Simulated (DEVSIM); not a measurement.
Schottky contact on n-type In0.53Ga0.47As

Structure: Schottky contact on n-type In0.53Ga0.47As, at 300 K.

| layer (left to right) | material | thickness (μm) | Nd (cm⁻³) | τn (s) | τp (s) |
|---|---|---|---|---|---|
| 1 | In0.53Ga0.47As | 1.30 | 1.5e15 | 1.5e-8 | 1.5e-8 |

Left contact: Schottky, work function 4.95 eV, emission velocity 1.2e7 cm/s. Right contact: ohmic. Voltage is applied to the left contact. Recombination: SRH at mid-gap, Auger. Mobility is μmin + (μ − μmin)/(1 + (N/Nref)^α).

Constants are typed, rounded textbook-type inputs, not results; the design itself was drawn at random and stands for no fabricated device. Values at 300 K.

| parameter | In0.53Ga0.47As |
|---|---|
| gap (eV) | 0.74 |
| affinity (eV) | 4.51 |
| permittivity | 13.9 |
| Nc (cm⁻³) | 2.1e17 |
| Nv (cm⁻³) | 7.7e18 |
| μn (cm²/Vs) | 12000 |
| μp (cm²/Vs) | 300 |
| μn,min | 300 |
| μp,min | 10 |
| Nref,n | 1.3e17 |
| Nref,p | 4.9e17 |
| αn | 0.48 |
| αp | 0.4 |
| Cn (cm⁶/s) | 5e-29 |
| Cp (cm⁶/s) | 5e-29 |

Model (solved in DEVSIM): 1D drift-diffusion, Boltzmann statistics, complete ionisation; no tunnelling, impact ionisation, image-force lowering or self-heating. Metal contacts follow the ideal Schottky-Mott rule: no Fermi-level pinning, no interface dipoles.

```yaml
potential_step_across_the_device_at_zero_bias: 0.312 V
largest_field_in_the_device_at_zero_bias: 11000 V/cm
Dark forward voltage at 1 A/cm²: 0.110 V
Dark forward voltage at 100 A/cm²: 0.237 V
```

Dark forward current:

(V (V), J (A/cm²)): (0.05, 0.086); (0.10, 0.67); (0.15, 4.6); (0.20, 29); (0.25, 150); (0.30, 510); (0.35, 1100); (0.40, 1900); (0.45, 2800)

Small-signal capacitance in reverse bias (quasi-static):

```csv
V (V),C (nF/cm²)
-0.2,17.4
-0.5,13.7
-1,10.8
-1.5,9.74
-2,9.52
-3,9.47
-4,9.47
-5,9.47
-6.5,9.47
-8,9.47
-10,9.47
```
